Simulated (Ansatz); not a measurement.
The starting structures come from a database of crystals and need not be the phases stable at ambient conditions.

 Where the default PAW files enter, the runs use the earlier of Ansatz's two default sets.

By PBEsol, the system below comes out a metal.

Without scattering a metal conducts by its projected Fermi surface.

Here is the system:

```
PtGe
1.0
    6.11156     0.00000     0.00000
    0.00000     6.85892     0.00000
    0.00000     2.02847     3.13024
Ge Pt
4 4
Direct
  0.41199   0.18607   0.56393
  0.58801   0.81393   0.43607
  0.91199   0.31393   0.93607
  0.08801   0.68607   0.06393
  0.80729   0.99815   0.75185
  0.19271   0.00185   0.24815
  0.30729   0.50185   0.74815
  0.69271   0.49815   0.25185
```

Space group of this cell: Pnma. The cell is taken as given; by PBEsol its mean pressure is -2.0 GPa.

The current flows along the normal of the first two printed cell vectors. No spin-orbit coupling; the value is a mean over 0.1 eV about the Fermi level.

Task: Estimate the ballistic conductance per area that Ansatz (an electronic-structure program) with PBEsol returns for this system.

Result: 0.43 × 10¹⁵ S/m² for both spins.
